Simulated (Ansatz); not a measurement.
Start from PbTe in the rock salt structure (space group Fm-3m, No. 225).

```
PbTe
1.0
    0.00000     3.28473     3.28473
    3.28473     0.00000     3.28473
    3.28473     3.28473     0.00000
Te Pb
1 1
Direct
  0.50000   0.50000   0.50000
  0.00000   0.00000   0.00000
```

Calculations: Ansatz (a first-principles code), PBE, PAW, cutoff 420 eV, without spin-orbit coupling.

Base values:

The gap character is direct at L and the electron mass comes out as 0.31 mₑ along k, 0.11 mₑ across (at L).

One thing is altered: every lattice vector is stretched by 1.50 %, atoms relaxed at fixed cell.

Task: Estimate the effect on the gap character and electron mass.

Result: The gap character remains direct at L; the electron mass changes from 0.31 mₑ along k, 0.11 mₑ across (at L) to 0.33 mₑ along k, 0.11 mₑ across (at L).

With Pb and Te present, leaving out spin-orbit coupling can change the band edges. The cells carry an imposed strain or load. Masses are band curvatures over ±0.01 Å⁻¹ around the edge. Along k means along the line from Γ to the band edge. Stability against distortions was not tested.
